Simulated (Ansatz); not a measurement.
**Several settings converged on a (100) slab of Ba2H3I (cut from a parent of space group no. 164; 12 atoms in the cell)**

```xyz
12
Lattice="4.5137 0.0000 0.0000 0.0000 8.0790 0.0000 0.0000 0.0000 20.5150" Properties=species:S:1:pos:R:3 pbc="T T T"
Ba     1.1284     5.5318     7.0000
Ba     1.1284     2.5471     9.6060
H      1.1284     2.8769     7.0000
H      1.1284     5.2020     9.6060
H      3.3853     4.0395     8.3030
I      3.3853     0.0000     8.3030
Ba     3.3853     5.5318    10.9090
Ba     3.3853     2.5471    13.5150
H      3.3853     2.8769    10.9090
H      3.3853     5.2020    13.5150
H      1.1284     4.0395    12.2120
I      1.1284     0.0000    12.2120
```

Base method: LDA (PW92), default PAW files made with PBE (plane waves; Ansatz, an electronic-structure program).

Base settings: basis.ecutwfc = 420 eV; kpoints.mp_grid.grid = 5 3 1; hamiltonian.xc = lda; hamiltonian.pseudopotentials = {kind: paw} (the program's default PAW files); scf.occupations.method = fermi_dirac; scf.occupations.width = 0.05 eV.

The count of work is k-points × plane waves × bands × iterations; it is no time. 

**The k-point mesh**

Only quantities that move along the ladder and can be compared are tabulated.

```csv
kpoints.mp_grid.grid,free energy less the last step's (meV/atom),largest difference of a force vector from the last step's (eV/Å),count of work / last
2 1 1,-3.65,0.170,0.050
2 2 1,3.14,0.120,0.10
3 2 1,-0.41,0.035,0.10
4 2 1,-0.03,0.011,0.15
4 3 1,-0.23,0.008,0.15
5 3 1,-0.04,0.002,0.15
6 3 1,0.00,0.001,0.20
6 4 1,0.00,0.000,0.30
7 4 1,0.01,0.000,0.30
9 5 1,0.00,0.000,0.38
10 6 1,0.00,0.000,0.60
12 7 1,0.00,0.000,0.70
14 8 1,0.00,0.000,1.0
```

Coarsest kpoints.mp_grid.grid that holds the free energy within 1 meV/atom of the last step, with all finer ones: 3 2 1, at 0.10 of the last step's count of work; the step before is off by 3.1 meV/atom.

Coarsest kpoints.mp_grid.grid that holds the forces within 0.005 eV/Å of the last step, with all finer ones: 5 3 1, at 0.15 of the last step's count of work; the step before is off by 0.008 eV/Å.

**The depth of the slab**

On a (100) slab of Ba2H3I (cut from a parent of space group no. 164; 6 atoms in the cell), and deeper slabs.

The mesh stays at the base's, so the ladder's end is converged at best in this setting alone.

Only quantities that move along the ladder and can be compared are tabulated.

```tsv
atoms	gap on the mesh (eV)	count of work / last
6	0.848	0.067
12	1.161	0.17
18	1.147	0.34
24	1.111	0.52
30	1.082	0.74
36	1.056	1.0
```

Smallest size that holds the gap on the mesh within 0.05 eV: not settled: the last two steps still differ by 0.025 eV, over half the tolerance, so the ladder does not show it.

On the base run: the starting cell comes from a database of computed structures (which also holds hypothetical and non-ambient phases and stackings), without a prior relaxation at this level. The slab is cut from that crystal, and its faces are unrelaxed. Its lattice was rescaled by up to half a per cent. Spin-orbit coupling is off. Spin polarisation is off, though cut faces can carry moments; a gap of a slab can lie between surface states. In the base run, forces exceed 1 eV/Å.

Keys are those of Ansatz 0.2.
